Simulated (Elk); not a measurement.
Band structure of RbTeO3 (Pm-3m, 5 atoms in the cell).

```xyz
5
Lattice="4.1677 0.0000 0.0000 0.0000 4.1677 0.0000 0.0000 0.0000 4.1677" Properties=species:S:1:pos:R:3 pbc="T T T"
Rb     0.0000     0.0000     0.0000
Te     2.0839     2.0839     2.0839
O      2.0839     2.0839     0.0000
O      0.0000     2.0839     2.0839
O      2.0839     0.0000     2.0839
```

Computed with Elk with PBEsol, all-electron FP-LAPW, Elk's shipped species files, APW+lo basis with extra local orbitals.

Settings: xctype = 22; rgkmax = 7.5; stype = 0; swidth = 0.00367493 Ha; ngridk = 6 6 6; gmaxvr = 18 1/bohr; lmaxapw = 10; lmaxo = 8; nxlo = 2; lorbcnd = true; lradstp = 2; nrmtscf = 2; rmtscf = 0.84; lmaxi = 4.

The starting cell comes from a database of computed structures (which also holds hypothetical and non-ambient phases and stackings), without a prior relaxation at this level. Its lattice was rescaled by a random factor within 2.5 % of one. Spin-orbit coupling is off. Values depend on the basis (sphere radii, cutoffs, local orbitals), which need not be converged. The run gives no clean gap (levels at the Fermi energy touch, overlap or are partly filled at this smearing), which alone does not show that the compound is a metal.

Levels in eV from the Fermi level, bands 19 to 26:
```csv
point,19,20,21,22,23,24,25,26
Γ,-1.75,-1.55,-1.55,-1.55,6.54,6.95,6.95,8.28
X,-1.94,-1.92,-1.92,-0.02,4.55,7.53,7.53,8.36
M,-2.27,-2.27,-0.84,2.07,3.44,3.44,6.81,9.16
R,-0.81,-0.81,-0.81,2.04,2.04,2.04,3.96,9.86
```

Bands cross the Fermi level along this path, so the cell is metallic at this level.
